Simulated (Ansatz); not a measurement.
This Ansatz (a quantum-chemistry and plane-wave program) input is the reference run, Fe in the diamond structure (space group Fd-3m, No. 227; non-magnetic; a hypothetical phase, not in the database extracts checked), computed with PBE/PAW in Ansatz, no spin-orbit coupling:

Ansatz 0.2 input:
```yaml
crystal:
  lattice:
    - [0, 2.4367352408, 2.4367352408]
    - [2.4367352408, 0, 2.4367352408]
    - [2.4367352408, 2.4367352408, 0]
  atoms:
    - { symbol: Fe, position: [0.25, 0.25, 0.25] }
    - { symbol: Fe, position: [0, 0, 0] }
basis: { ecutwfc: 420, ecutrho_ratio: 4, xc_grid: 2, fft_grid_basis: typed }
kpoints: { mp_grid: { grid: [16, 16, 16] } }
hamiltonian:
  xc: pbe
  dispersion: none
  pseudopotentials: { kind: paw }
scf: { occupations: { method: fermi_dirac, width: 0.05 }, convergence: { dr2_threshold: 0.0000000002 } }
output: { forces: true, stress: true }
checkpoint: { write: state.ck, write_every: 1000 }
```

**Question.** Write the input for this change: a free-standing slab of 6 layers (12 atoms, 2 a layer) is cut normal to [110], with 15 Å of vacuum and the in-plane cell held at bulk.

**Answer.** 
Ansatz 0.2 input:
```yaml
crystal:
  lattice:
    - [3.4460640255, 0, 0]
    - [0, 4.8734704816, 0]
    - [0, 0, 23.6151600636]
  atoms:
    - { symbol: Fe, position: [0.75, 1, 0.3175925964] }
    - { symbol: Fe, position: [0.25, 0.25, 0.3175925964] }
    - { symbol: Fe, position: [1.25, 1.5, 0.3905555579] }
    - { symbol: Fe, position: [0.75, 0.75, 0.3905555579] }
    - { symbol: Fe, position: [1.75, 2, 0.4635185193] }
    - { symbol: Fe, position: [1.25, 1.25, 0.4635185193] }
    - { symbol: Fe, position: [2.25, 2.5, 0.5364814807] }
    - { symbol: Fe, position: [1.75, 1.75, 0.5364814807] }
    - { symbol: Fe, position: [2.75, 3, 0.6094444421] }
    - { symbol: Fe, position: [2.25, 2.25, 0.6094444421] }
    - { symbol: Fe, position: [3.25, 3.5, 0.6824074036] }
    - { symbol: Fe, position: [2.75, 2.75, 0.6824074036] }
basis: { ecutwfc: 420, ecutrho_ratio: 4, xc_grid: 2, fft_grid_basis: typed }
kpoints: { mp_grid: { grid: [14, 10, 1] } }
hamiltonian:
  xc: pbe
  dispersion: none
  pseudopotentials: { kind: paw }
scf: { occupations: { method: fermi_dirac, width: 0.05 }, convergence: { dr2_threshold: 0.0000000012 } }
relax: { f_tol: 0.01, max_steps: 50 }
output: { forces: true, stress: true }
checkpoint: { write: state.ck, write_every: 1000 }
```
This is the input that was run; other choices of cell and start would serve too.

No phonon test of stability was made. Starting moments died away, wholly or in part, for the base; another magnetic solution may exist. All final runs are without spin polarisation. Fe has a high density of states at the Fermi level and may be magnetic at this level.
